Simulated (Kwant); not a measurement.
Ge/Si0.2Ge0.8 stack with 2 barriers

Device: Ge/Si0.2Ge0.8 stack with 2 barriers. One parabolic valley. Leads of mass 0.12 mₑ with the band edge at 0; grid 0.1 nm; bias swept from 0.0048 to 0.18 V, dropping linearly over the stack. Emitter Fermi level 0.015 eV, 4 K, equal in the collector.

| layer | thickness (nm) | band offset (eV) | mass (mₑ) |
|---|---|---|---|
| 1 | 3 | 0.12 | 0.14 |
| 2 | 3.1 | 0 | 0.12 |
| 3 | 3.9 | 0.12 | 0.14 |

The device is made up for the run: typed textbook-type constants, with dimensions and the other settings drawn at random.

Model: one-band effective-mass tight-binding model in one dimension, coherent, no space charge, current by the Tsu-Esaki formula (Kwant).

```tsv
bias (V)	J (A/cm²)
0.004800	9.41
0.01084	19.6
0.01688	28.7
0.02292	39.8
0.02897	54.7
0.03501	74.7
0.04105	102
0.04709	140
0.05313	194
0.05917	273
0.06521	389
0.07125	568
0.07730	854
0.08334	1340
0.08938	2230
0.09542	4030
0.1015	8250
0.1075	18100
0.1135	33600
0.1196	48000
0.1256	54600
0.1317	48500
0.1377	31300
0.1437	18500
0.1498	12400
0.1558	9300
0.1619	7550
0.1679	6470
0.1740	5780
0.1800	5320
```
